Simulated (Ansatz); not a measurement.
# Convergence test for RbV₃Se₂O₁₂ (P6_3, 36 atoms in the cell)

```yaml
crystal:
  lattice:
    - [7.21419, 0.00000, 0.00000]
    - [-3.60709, 6.24767, 0.00000]
    - [0.00000, 0.00000, 11.59371]
  atoms:
    - { symbol: Rb, position: [0.66667, 0.33333, 0.02243] }
    - { symbol: Rb, position: [0.33333, 0.66667, 0.52243] }
    - { symbol: V, position: [0.21288, 0.87974, 0.20889], spin: 2.0 }
    - { symbol: V, position: [0.33314, 0.21288, 0.70889], spin: 2.0 }
    - { symbol: V, position: [0.12026, 0.33314, 0.20889], spin: 2.0 }
    - { symbol: V, position: [0.78712, 0.12026, 0.70889], spin: 2.0 }
    - { symbol: V, position: [0.66686, 0.78712, 0.20889], spin: 2.0 }
    - { symbol: V, position: [0.87974, 0.66686, 0.70889], spin: 2.0 }
    - { symbol: Se, position: [0.33333, 0.66667, 0.98351] }
    - { symbol: Se, position: [0.66667, 0.33333, 0.48351] }
    - { symbol: Se, position: [0.00000, 0.00000, 0.43070] }
    - { symbol: Se, position: [0.00000, 0.00000, 0.93070] }
    - { symbol: O, position: [0.19840, 0.77910, 0.04740] }
    - { symbol: O, position: [0.41930, 0.19840, 0.54740] }
    - { symbol: O, position: [0.22090, 0.41930, 0.04740] }
    - { symbol: O, position: [0.80160, 0.22090, 0.54740] }
    - { symbol: O, position: [0.58070, 0.80160, 0.04740] }
    - { symbol: O, position: [0.77910, 0.58070, 0.54740] }
    - { symbol: O, position: [0.11450, 0.86560, 0.36700] }
    - { symbol: O, position: [0.24890, 0.11450, 0.86700] }
    - { symbol: O, position: [0.13440, 0.24890, 0.36700] }
    - { symbol: O, position: [0.88550, 0.13440, 0.86700] }
    - { symbol: O, position: [0.75110, 0.88550, 0.36700] }
    - { symbol: O, position: [0.86560, 0.75110, 0.86700] }
    - { symbol: O, position: [0.45660, 0.92060, 0.23780] }
    - { symbol: O, position: [0.53600, 0.45660, 0.73780] }
    - { symbol: O, position: [0.07940, 0.53600, 0.23780] }
    - { symbol: O, position: [0.54340, 0.07940, 0.73780] }
    - { symbol: O, position: [0.46400, 0.54340, 0.23780] }
    - { symbol: O, position: [0.92060, 0.46400, 0.73780] }
    - { symbol: O, position: [0.25450, 0.12130, 0.17560] }
    - { symbol: O, position: [0.13320, 0.25450, 0.67560] }
    - { symbol: O, position: [0.87870, 0.13320, 0.17560] }
    - { symbol: O, position: [0.74550, 0.87870, 0.67560] }
    - { symbol: O, position: [0.86680, 0.74550, 0.17560] }
    - { symbol: O, position: [0.12130, 0.86680, 0.67560] }
```
(The spins are starting values, not results.)

Method: PBEsol, default PAW files made with PBE (plane waves; Ansatz, an electronic-structure program).

The starting cell comes from a database of published, mostly measured structures (it also holds non-ambient and calculated ones), without a prior relaxation at this level. Its lattice was rescaled by a random factor within 2.5 % of one. The starting moments vanished: the run ended non-magnetic, which need not be the lowest state. The program warned that a starting moment was not kept. In the base run, with a pressure of about -4 GPa the cell is away from its equilibrium volume at this level. Ansatz's pressure includes its estimate of the finite-basis (Pulay) stress.

Held fixed: kpoints.mp_grid.grid = 2 2 1; hamiltonian.xc = pbesol; hamiltonian.pseudopotentials = {kind: paw} (the program's default PAW files); magnetization.spin_polarized = true; scf.occupations.method = fermi_dirac; scf.occupations.width = 0.1 eV.

ΔF is the free energy per atom less that of the last row (840 eV).

The first pressure column holds Ansatz's estimate of the finite-basis (Pulay) stress, which hides part of the cutoff error; the other is without it.

| basis.ecutwfc | ΔF (meV/atom) | pressure (GPa) | largest force (eV/Å) | pressure at a fixed set of plane waves (GPa) | plane waves | iterations |
|---|---|---|---|---|---|---|
| 170 eV | 12313.0 | 3.94 | 2.382 | -374.04 | 2623 | 15 |
| 210 eV | 4587.1 | 0.94 | 2.491 | -185.83 | 3609 | 15 |
| 250 eV | 1508.9 | -2.88 | 1.437 | -80.61 | 4685 | 16 |
| 295 eV | 411.9 | -3.77 | 0.929 | -30.62 | 5979 | 16 |
| 335 eV | 113.5 | -3.76 | 0.641 | -13.08 | 7331 | 16 |
| 380 eV | 23.5 | -3.89 | 0.602 | -6.34 | 8869 | 16 |
| 420 eV | 5.5 | -3.93 | 0.600 | -4.55 | 10179 | 16 |
| 485 eV | 1.18 | -3.94 | 0.602 | -3.98 | 12635 | 16 |
| 545 eV | 0.85 | -3.95 | 0.604 | -3.97 | 15159 | 16 |
| 630 eV | 0.39 | -3.96 | 0.605 | -3.97 | 18773 | 16 |
| 735 eV | 0.20 | -3.96 | 0.605 | -3.96 | 23619 | 16 |
| 840 eV | 0.00 | -3.96 | 0.606 | -3.97 | 28783 | 16 |

Largest force within 0.02 eV/Å of the last row: from basis.ecutwfc = 380 eV on; the one before it is off by 0.036 eV/Å. The value it settles on is 0.606 eV/Å at this level of theory and with the other settings as held.

Keys are those of Ansatz 0.2.
